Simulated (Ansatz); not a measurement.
The starting structures come from a database of crystals and need not be the phases stable at ambient conditions.

Inside the gap of an insulator the Bloch states are evanescent, with a wavenumber k + iκ along the transport direction.

Input:

```xyz
10
Lattice="4.9522 0.0000 0.0000 0.0000 16.3184 0.0000 2.4761 5.4395 1.4296" Properties=species:S:1:pos:R:3 pbc="T T T"
Cd     0.0000     0.0000     0.0000
Cd     0.0000     8.1592     0.0000
C      0.0000    12.2388     0.0000
C      0.0000     4.0796     0.0000
O      1.2907    12.2388     0.0000
O      6.1377     9.5190     1.4296
O      4.3069    12.2388     1.1178
O      3.1215     9.5190     0.3118
O      1.8308     1.3599     0.3118
O      5.5976    20.3979     1.1178
```

Space group of this cell: R-3c. The cell is taken as given; by r2SCAN its mean pressure is -1.3 GPa.

Transport runs along the normal of the first two printed cell vectors, the (100) plane of the conventional cell.

No gap correction and no spin-orbit coupling; mid-gap values are interpolated between computed energies.

Task: Compute, with Ansatz (a first-principles code) with r2SCAN, the band gap and the smallest decay constant κ at mid-gap.

Result: Gap 3.45 eV on a 20×20×20 mesh; κ = 0.365 1/Å, at the zone centre.
